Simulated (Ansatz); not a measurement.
The parent structure is InP in the zinc blende structure (space group F-43m, No. 216; a = 5.907 Å).

One thing is altered: cell and atoms relaxed at a pressure of 75 GPa.

Levels (all Ansatz, a program for electronic structure, PAW): r2SCAN (500 eV, scalar-relativistic without spin-orbit coupling); HSE06+SOC (420 eV, noncollinear with spin-orbit coupling).

The geometry is relaxed with r2SCAN.

| Item | Result |
|---|---|
| r2SCAN valence-band top at Γ | 0.00, 0.00, 0.00 eV |
| r2SCAN lowest conduction level above the VBM at special points | X 1.04 eV; U 1.93 eV; K 1.93 eV; Γ 3.15 eV |

With HSE06+SOC at the same geometry, the valence-band top at Γ (three highest Kramers pairs, from the VBM) becomes 0.00, 0.00, -0.12 eV (r2SCAN: 0.00, 0.00, 0.00 eV); the lowest conduction level above the VBM at special points becomes X 1.33 eV; U 2.28 eV; K 2.28 eV; Γ 3.46 eV (r2SCAN: X 1.04 eV; U 1.93 eV; K 1.93 eV; Γ 3.15 eV). The threefold valence maximum splits by Δso ≈ 0.12 eV.

Single points use the geometry relaxed with r2SCAN. Their cutoffs differ, which shifts pressures a little. HSE06 was sampled on its mesh, a few special points and the semilocal edge points, so its gap is an upper bound. Differences between runs with and without spin-orbit coupling are approximate. The levels and masses belong to the bands next to the band gap. Load acts through the strain it causes; cell and atoms are relaxed under it. Stability against distortions was not tested. Measured, InP leaves this structure (for rock salt) near 9.8 GPa (temperature not stated; as listed in Datta, Sujoy, Jana, Debnarayan, arXiv (2020)).
